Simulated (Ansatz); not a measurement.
We consider stishovite (SiO2), described by rVV10 (Ansatz, a quantum-chemistry and plane-wave program, PAW).

Run with plane-wave cutoff 520 eV, 8×8×12 k mesh (along the axes of the cell as run), Fermi–Dirac smearing 0.01 eV, scalar-relativistic PAW data made under PBE.

Properties against volume:

Shape and atoms are relaxed at each volume.

```csv
V (Å³/atom),P (GPa),direct gap at Γ (eV),c (Å),a (Å)
7.783,11.81,5.481,2.683,4.172
7.945,5.52,5.157,2.694,4.206
8.107,-0.02,4.856,2.704,4.241
8.269,-4.85,4.579,2.713,4.277
8.432,-9.02,4.327,2.719,4.314
```

A straight line through the gaps at Γ against ln V gives a volume deformation potential dE_g(Γ)/d ln V of -14.4 eV: the gap at Γ widens under compression.

Note: the bulk modulus comes from volumes at which shape and atoms were relaxed.
